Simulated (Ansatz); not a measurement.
An Ansatz (a program for electronic structure) input (Kohn–Sham DFT with the PBE functional, run in Ansatz with PAW and 420 eV plane waves, no spin-orbit coupling, earlier PAW set):

Ansatz 0.2 input:
```yaml
crystal:
  lattice:
    - [0, 2.7738746444, 2.7738746444]
    - [2.7738746444, 0, 2.7738746444]
    - [2.7738746444, 2.7738746444, 0]
  atoms:
    - { symbol: Se, position: [0.75, 0.75, 0.75] }
    - { symbol: Re, position: [0, 0, 0] }
basis: { ecutwfc: 420, ecutrho_ratio: 4, xc_grid: 2, fft_grid_basis: typed }
kpoints: { mp_grid: { grid: [15, 15, 15] } }
hamiltonian:
  xc: pbe
  dispersion: none
  pseudopotentials: { azcp: { folder: ./paw }, kind: paw }
scf: { occupations: { method: fermi_dirac, width: 0.05 }, convergence: { dr2_threshold: 0.0000000002 } }
output: { forces: true, stress: true }
checkpoint: { write: state.ck, write_every: 1000 }
```

**Question.** Which symmetry and how many k-points will the program report, and about how many plane waves at Γ?

**Answer.** Space group F-43m (ITA 216) with 24 operations, k-points 120 of 3375, and 869 plane waves at Γ.

Stability against distortions was not tested. All final runs are without spin polarisation. An odd electron count without spin: ReSe. The cell was made from ZnSe by this change: Zn → Re; the result is a hypothetical phase, not in the database extracts checked. ReSe has a high density of states at the Fermi level and may be magnetic at this level.
